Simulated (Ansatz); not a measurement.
## (Ru,Co): CoRu₃

A 16-atom cell of (Ru,Co) started in the hexagonal close-packed structure, site fractions Ru 0.750, Co 0.250, short-range order -0.06 among the nearest mixed sites of the first mixed sublattice (0 is random, a negative value favours unlike neighbours), space group P1 at the end.

The mixing enthalpy is taken against the end members in the hexagonal close-packed type, relaxed in the same cell and mesh.

Level of theory: PBE (plane waves to 420 eV, PAW; Ansatz, a quantum-chemistry and plane-wave program). Spin–orbit coupling is left out. Its k-point mesh 6×6×6, Fermi–Dirac width 0.05 eV.

| Quantity | Value |
|---|---|
| volume per atom | 13.04 Å³ |
| Ru–Ru bonds (within 1.22 times the sum of covalent radii) | 2.653 Å on average, from 2.584 to 2.730 (53) |
| Co–Ru bonds (within 1.22 times the sum of covalent radii) | 2.627 Å on average, from 2.570 to 2.689 (38) |
| Co–Co bonds (within 1.22 times the sum of covalent radii) | 2.643 Å on average, from 2.579 to 2.704 (5) |
| mixing enthalpy per site of the mixed sublattice | 78 meV |
| departure of the mean lattice parameter from Vegard's line | under 0.15 %, inside the noise of the relaxations |

```
CELL_PARAMETERS angstrom
      0.00049    -4.62738    -4.21985
      0.02561     4.62200    -4.21398
      5.33448     0.01719     4.20049
ATOMIC_POSITIONS crystal
  Co 0.57911 0.41563 0.24755
  Ru 0.21198 0.54183 0.00074
  Ru 0.70464 0.04232 0.00170
  Ru 0.33593 0.17093 0.75363
  Ru 0.45788 0.78417 0.49818
  Ru 0.95984 0.29211 0.49703
  Ru 0.08271 0.91937 0.24606
  Ru 0.83145 0.66571 0.75043
  Ru 0.53573 0.21101 0.49444
  Co 0.16759 0.33156 0.24653
  Ru 0.66592 0.83116 0.25052
  Co 0.29257 0.96045 0.00189
  Co 0.41809 0.58316 0.75210
  Ru 0.91933 0.08415 0.75338
  Ru 0.04406 0.70648 0.50090
  Ru 0.79316 0.45995 0.00493
```
Starting moments (μB, in the order of the record's atoms Co Ru Ru Ru Ru Ru Ru Ru Ru Co Ru Co Co Ru Ru Ru): 1.7 0.0 0.0 0.0 0.0 0.0 0.0 0.0 0.0 1.7 0.0 1.7 1.7 0.0 0.0 0.0.
